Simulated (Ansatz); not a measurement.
Adsorption energy and surface dipole of N2 on the 1x1 (111) surface of fcc Cu, one in a 2x2 cell, started at the site 'top Cu', worked from the runs' numbers; total energies count from the potentials' own zero.

Calculation: PBE with D3(BJ) dispersion (plane waves to 420 eV, PAW; Ansatz, a program for electronic structure).

Set-up: 18 atoms, 6.2 Å thick at the start under the adsorbate (thin: gaps and levels are the slab's own); mesh 6x6x1; 0.1 eV smearing; dipole correction on; 8 atoms held, the rest relaxed; symmetry of the start imposed; no spin, no spin-orbit, no U. At the end no host atom lies within bonding distance. In D3-corrected PBE it is, or lies within 0.03 eV of, the lowest of the starts that converged.

| quantity | value |
|---|---|
| slab with the adsorbate | -106774.069 eV |
| clean slab, same cell and mesh | -106005.912 eV |
| reference, N2(g) | -768.038 eV |
| area of the cell | 22.82 Å² |
| change of the step from the bottom to the top vacuum level | -0.186 eV |

**Question.** What is the adsorption energy against this reference?

**Answer.** E(slab + adsorbate) − E(slab) − E(reference) = -0.12 eV, so in this state the adsorbate is more stable than in the reference, at a coverage of 4.38 a nm².

**Question.** What dipole does adsorption add to the slab along the outward normal (Helmholtz relation, ε₀ = 0.005526 e/(V·Å))?

**Answer.** p = −ε₀·A·ΔV = 0.023 e·Å = 0.11 D; its positive end points to the vacuum, which lowers the vacuum level.
